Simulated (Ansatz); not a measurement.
**How a calculation on Ag3Te4P (P1, 8 atoms in the cell) responds to its settings**

```xyz
8
Lattice="6.5253 0.0000 0.0000 0.0000 6.5253 0.0000 0.0000 0.0000 6.5253" Properties=species:S:1:pos:R:3 pbc="T T T"
P     -0.0212    -0.0092     0.0028
Ag     3.2729     0.0125    -0.0060
Ag     0.0159    -0.0196     3.2284
Ag     0.0246     3.2894    -0.0161
Te     1.5499     1.5562     1.5676
Te     1.5431     4.9845     4.9675
Te     4.9741     1.5283     4.9960
Te     4.9537     4.9709     1.5730
```

Base run A: PBE run with Ansatz (an electronic-structure program), self-consistent single point.

Its settings: basis.ecutwfc = 420 eV; kpoints.mp_grid.grid = 3 3 3; hamiltonian.xc = pbe; hamiltonian.pseudopotentials = {kind: paw} (the program's default PAW files); scf.occupations.method = methfessel_paxton; scf.occupations.width = 0.1 eV.

The starting cell was generated: these elements placed on a structure prototype, without a prior relaxation; it need not be a known phase or ordering of this composition. Its atoms were displaced at random from the sites of space group no. 215. Ansatz's pressure includes its estimate of the finite-basis (Pulay) stress. The run gives no clean gap (levels at the Fermi energy touch, overlap or are partly filled at this smearing), which alone does not show that the compound is a metal.

ΔF is the free energy per atom less that of run A. 

```tsv
run	scf.occupations.method, scf.occupations.width	ΔF (meV/atom)	pressure (GPa)	largest force (eV/Å)	TS (meV/atom)
A	methfessel_paxton, 0.1 eV	0.00	0.44	0.192	2.5
B	gaussian, 0.05 eV	-0.78	0.46	0.194	3.7
C	gaussian, 0.2 eV	-17.1	0.55	0.202	27.2
D	fermi_dirac, 0.05 eV	-7.9	0.49	0.195	13.9
E	fermi_dirac, 0.2 eV	-66.8	0.73	0.217	94.2
F	methfessel_paxton, 0.3 eV	-7.5	0.52	0.203	14.6
G	cold, 0.05 eV	1.45	0.45	0.193	0.4
H	cold, 0.1 eV	0.52	0.46	0.192	2.4
I	tetrahedron, default	-2.4	0.40	0.208	3.1
```

Run E against A: The free energy goes down by 66.8 meV/atom, the pressure goes from 0.44 to 0.73 GPa and the largest force goes from 0.192 to 0.217 eV/Å.

Run C against A: The free energy falls by 17.1 meV/atom, the pressure goes from 0.44 to 0.55 GPa and the largest force goes from 0.192 to 0.202 eV/Å.

Run F against A: The free energy drops by 7.5 meV/atom, the pressure hardly changes (0.44 to 0.52 GPa) and the largest force goes from 0.192 to 0.203 eV/Å.

Keys are those of Ansatz 0.2.
